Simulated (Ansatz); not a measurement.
Functionals compared on the (110) surface of rock-salt PbS in its 1x1 cell (cut with top plane Pb + S, bottom plane Pb + S), outermost plane spacing 2.12 Å in the ideal cut, in Ansatz (plane waves, PAW). The structure was relaxed with PBE; the other rows are single points on it, each with its references at the same level. Cutoff 420 eV (500 eV for r2SCAN). HSE06 used the coarser mesh 4x3x1.

Model: 12-atom slab, Pb6S6, 10.6 Å thick at the start, 6x4x1 mesh, Fermi-Dirac 0.025 eV, dipole correction, all atoms relaxed; symmetry of the start imposed; no spin, no spin-orbit, no U. These notes are the PBE run's.

```json
[
 {"functional": "PBE", "surface energy (J/m²)": "0.27", "rough cost of the single point": "–"},
 {"functional": "LDA", "surface energy (J/m²)": "0.48", "rough cost of the single point": "around 70 core-seconds (rough)"},
 {"functional": "PBEsol", "surface energy (J/m²)": "0.39", "rough cost of the single point": "very roughly 70 core-seconds"},
 {"functional": "RPBE", "surface energy (J/m²)": "0.13", "rough cost of the single point": "about 70 core-seconds (a rough figure)"},
 {"functional": "r2SCAN", "surface energy (J/m²)": "0.32", "rough cost of the single point": "very roughly 2.3 core-minutes"},
 {"functional": "HSE06", "surface energy (J/m²)": "0.31", "rough cost of the single point": "around 18 core-minutes (rough)"}
]
```

Ansatz is an electronic-structure program.
